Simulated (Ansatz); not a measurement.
# Thickness series in CdS

Start from CdS in the zinc blende structure (space group F-43m, No. 216).

```
CdS
1.0
    0.00000     2.93890     2.93890
    2.93890     0.00000     2.93890
    2.93890     2.93890     0.00000
S Cd
1 1
Direct
  0.75000   0.75000   0.75000
  0.00000   0.00000   0.00000
```

Cartesian axes are those of the cell as printed.

Free-standing slabs (2 atom(s) a layer) normal to [110] with 15 Å of vacuum; in-plane cell held at bulk.

The values are results of r2SCAN, PAW, 500 eV (Ansatz, a first-principles code; spin-orbit coupling left out), not measurements.

Notes on the quantities. excess energy per area of both faces: slab less bulk energy over the cell's area: twice a surface energy.

```tsv
case	excess energy per area of both faces	gap character	band gap	thickness between the outermost nuclei
base	–	–	1.54 eV	–
1 layer	–	indirect, U → Γ	2.41 eV	–
2 layers	0.79 J/m²	direct at Γ	2.47 eV	2.42 Å
3 layers	0.99 J/m²	direct at Γ	2.16 eV	4.40 Å
4 layers	0.91 J/m²	direct at Γ	2.09 eV	6.56 Å
5 layers	0.94 J/m²	direct at Γ	1.99 eV	8.59 Å
6 layers	0.93 J/m²	direct at Γ	1.92 eV	10.69 Å
7 layers	0.93 J/m²	direct at Γ	1.86 eV	12.76 Å
```

Slab and bulk use different k-meshes, which limits the precision of the excess energy. Stability against distortions was not tested. k-point labels follow each cell's own Brillouin zone.
